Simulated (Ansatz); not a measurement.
Results of r²SCAN in Ansatz (plane waves, PAW) for InP (model structure, started from the CsCl type, Pm-3m, No. 221, 2 atoms in the cell).

From the output:

```
Crystal: 2 atoms, lattice volume = 38.852 Å³
Basis set: ecut = 560 eV, 1189 PW (Γ), exchange–correlation on 81×81×81 points (27 copies of the dense FFT grid, shifted against one another)
Bands: 13, of which v1, the nominal top of the filled ones, is band 9 counted from 1 (8 counted from 0)
Symmetry: 48 space group operations
Space group: Pm-3m (ITA 221), of the structure as read, at distance tolerance 3.4e-5 Å
k-points: 165 of 4096
Functional: x = r2scan, c = r2scan; τ floored in thin density (d = 2e-4 eV/Å³)
SCF iter   1: F=—  HF=-6370.190283 eV  |F-HF|=—  |Δ(HF+E_count)|=         —  Δρ=7.97e-3  dr2=1.68e-2  dr2_τ=3.37e-3
SCF iter   2: F=—  HF=-6370.212487 eV  |F-HF|=—  |Δ(HF+E_count)|=   2.22e-2  Δρ=3.08e-3  dr2=2.73e-3  dr2_τ=1.64e-4
  ...
SCF iter   7: F=—  HF=-6370.213491 eV  |F-HF|=—  |Δ(HF+E_count)|=   5.27e-7  Δρ=3.21e-6  dr2=7.60e-9  dr2_τ=1.30e-10
SCF iter   8: F=-6370.213491 eV  HF=-6370.213491 eV  |F-HF|=1.07e-10  |Δ(HF+E_count)|=   1.05e-9  Δρ=4.52e-7  dr2=1.54e-10  dr2_τ=6.79e-13
SCF 1 converged in 8 iterations: F = -6370.213491 eV  dr2 = 1.54e-10
SCF converged after 8 iterations
Free energy (F): -6370.213491 eV
Internal energy: -6370.204312 eV  (E = F + TS)
E sigma→0 (E₀):  -6370.208902 eV
Fermi energy:    10.858215 eV
--- Stress (GPa, compression-positive) ---
        2.447447       0.000000      -0.000000
        0.000000       2.447447      -0.000000
        0.000000      -0.000000       2.447447
  P = ⅓ Tr σ = 2.4474 GPa (24.474 kbar)
```

Task: Write an input file that could have produced this run (the log leaves some choices open).

Result: This is not unique; one that fits is 
Ansatz 0.2 input:
```yaml
crystal:
  lattice:
    - [3.3869176903, 0.0, 0.0]
    - [0.0, 3.3869176903, 0.0]
    - [0.0, 0.0, 3.3869176903]
  atoms:
    - { symbol: In, position: [0.0, 0.0, 0.0] }
    - { symbol: P, position: [0.5, 0.5, 0.5] }
basis:
  ecutwfc: 560
  ecutrho_ratio: 4
  xc_grid: 3
kpoints:
  mp_grid: { grid: [16, 16, 16] }
hamiltonian:
  xc: r2scan
  dispersion: none
  pseudopotentials: { kind: paw }
scf:
  occupations: { method: fermi_dirac, width: 0.05 }
  convergence: { dr2_threshold: 0.0000000002 }
output:
  forces: true
  stress: true
  eigenvalues: true
```

The PAW data were made under PBE.

Note: the relaxation could raise the start's symmetry but not lower it, so the cell can be a saddle point. Note: cell and atoms aren't relaxed at this level (pressure 2.4 GPa).

Cost on a shared machine: roughly 30 core-seconds.

A model structure was made by putting elements into a prototype or built by hand; it is no filed structure, need not be a known phase, and can be a saddle point held by its symmetry.

Ansatz is a program for electronic structure.
